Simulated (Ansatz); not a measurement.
## PbF$_{2}$ in the fluorite structure (space group Fm-3m, No. 225)

Space group Fm-3m (No. 225); a = b = c = 6.001 Å, α = β = γ = 90.00°

```json
[
 {"atom": "Pb", "site": "4a", "symmetry": "m-3m", "x": "0.0000", "y": "0.0000", "z": "0.0000"},
 {"atom": "F", "site": "8c", "symmetry": "-43m", "x": "0.2500", "y": "0.2500", "z": "0.2500"}
]
```
(The calculation used a cell of 3 atoms; values per cell refer to that cell.)

Level of theory: PBE (Ansatz, an electronic-structure program; PAW; 420 eV plane waves; no spin-orbit coupling). k-mesh 10×10×10 (Γ-centred); smearing 0.05 eV (Fermi–Dirac).

| Property | Value |
|---|---|
| Volume per atom | 18.01 Å³ |
| Density | 7.54 g/cm³ |
| Band gap | 4.42 eV, indirect, W → X |
| Electron mass | 2.5 mₑ along k, 0.51 mₑ across |
| Lowest conduction-band minima above the VBM | X along ⟨100⟩ 4.42 eV; L along ⟨111⟩ 5.03 eV; a point along ⟨110⟩, about 0.6 Å⁻¹ from Γ 5.40 eV |
| Total energy | -4508.237 eV/atom (σ→0; compares only within this code and set-up) |

Spin-orbit coupling, missing from the scalar runs, can matter with Pb. Effective masses come from finite differences of ±0.01 Å⁻¹. Along k means along the line from Γ to the band edge. Whether these cells are dynamically stable was not tested.
